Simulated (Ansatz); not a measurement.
Consider BeTe in the zinc blende structure (space group F-43m, No. 216; a = 5.6568 Å). Axes: x, y, z lie along the cube axes.

All numbers come from plane-wave PAW DFT at the r2SCAN level (Ansatz, a program for electronic structure, 500 eV), spin-orbit coupling left out.

It is then changed as follows: tensor shear ε_xy = +0.57 % (engineering shear γ = 0.0114); the atoms relax in the strained cell.

Question: Predict the stress tensor and what it implies for the stiffness.

Answer: Stress of the strained cell less that of the base (GPa, compression positive):
```
   0.01   -0.60    0.00
  -0.60    0.01    0.00
   0.00    0.00    0.00
```

Then −Δσ/γ with γ = 2ε = 0.0114 gives relaxed-ion elastic constants: C66 ≈ 52 GPa.

Stability against distortions was not tested.
